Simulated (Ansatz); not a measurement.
The starting structures come from a database of crystals and need not be the phases stable at ambient conditions.

 Where the default PAW files enter, the runs use the earlier of Ansatz's two default sets.

```
CELL_PARAMETERS angstrom
      6.05536     0.00000     0.00000
      0.00000     6.05536     0.00000
      3.02768    -3.02768     4.88137
ATOMIC_POSITIONS crystal
  Ge 0.25000 0.25000 0.50000
  Ge 0.00000 0.00000 0.00000
  Se 0.36296 0.62500 0.75000
  Se 0.62500 0.88704 0.25000
  Se 0.88704 0.12500 0.75000
  Se 0.12500 0.36296 0.25000
```

Space group of this cell: I-42d. The cell is strained (all lengths scaled by 1.02); by PBEsol its mean pressure is -3.0 GPa.

Transport runs along the normal of the first two printed cell vectors, the (001) plane of the conventional cell.

The gap is the functional's own. No spin-orbit coupling. Mid-gap values are interpolated on the energy grid.

Task: Compute, with PBEsol run with Ansatz (a program for electronic structure), the band gap and the smallest decay constant κ at mid-gap.

Result: Gap 1.46 eV on a 6×6×6 mesh; κ = 0.153 1/Å, at the zone centre.
